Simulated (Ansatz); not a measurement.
SiO2, pressure series

Consider SiO$_{2}$ (space group P6_322, No. 182; a = 5.0614 Å, c = 8.5952 Å; a cell from a computed database, its experimental status unchecked).

Cell and atoms are relaxed at each pressure.

Computed with PBEsol (Ansatz, an electronic-structure program; PAW; 420 eV plane waves; scalar-relativistic without spin-orbit coupling).

Two rows of this table had their results exchanged by mistake.

```json
[
 {"pressure": "pressure −2 GPa", "volume per atom (Å³)": "13.18", "shortest distance (Å)": "1.583", "band gap": "5.71 eV"},
 {"pressure": "pressure −1 GPa", "volume per atom (Å³)": "16.44", "shortest distance (Å)": "1.612", "band gap": "5.51 eV"},
 {"pressure": "pressure 0.3 GPa", "volume per atom (Å³)": "15.74", "shortest distance (Å)": "1.608", "band gap": "5.54 eV"},
 {"pressure": "pressure 0.7 GPa", "volume per atom (Å³)": "15.54", "shortest distance (Å)": "1.606", "band gap": "5.55 eV"},
 {"pressure": "pressure 1.5 GPa", "volume per atom (Å³)": "15.19", "shortest distance (Å)": "1.604", "band gap": "5.57 eV"},
 {"pressure": "pressure 3 GPa", "volume per atom (Å³)": "14.64", "shortest distance (Å)": "1.600", "band gap": "5.61 eV"},
 {"pressure": "pressure 5 GPa", "volume per atom (Å³)": "14.09", "shortest distance (Å)": "1.594", "band gap": "5.65 eV"},
 {"pressure": "pressure 7.5 GPa", "volume per atom (Å³)": "13.58", "shortest distance (Å)": "1.588", "band gap": "5.68 eV"},
 {"pressure": "pressure 10 GPa", "volume per atom (Å³)": "17.05", "shortest distance (Å)": "1.616", "band gap": "5.45 eV"}
]
```

Question: Which two?

Answer: The rows for pressure −2 GPa and pressure 10 GPa: the volume has to fall steadily with pressure, so 17.05 Å³ belongs to pressure −2 GPa and 13.18 Å³ to pressure 10 GPa.

Load acts through the strain it causes; cell and atoms are relaxed under it. Whether these cells are dynamically stable was not tested. No other phases were tried under pressure.
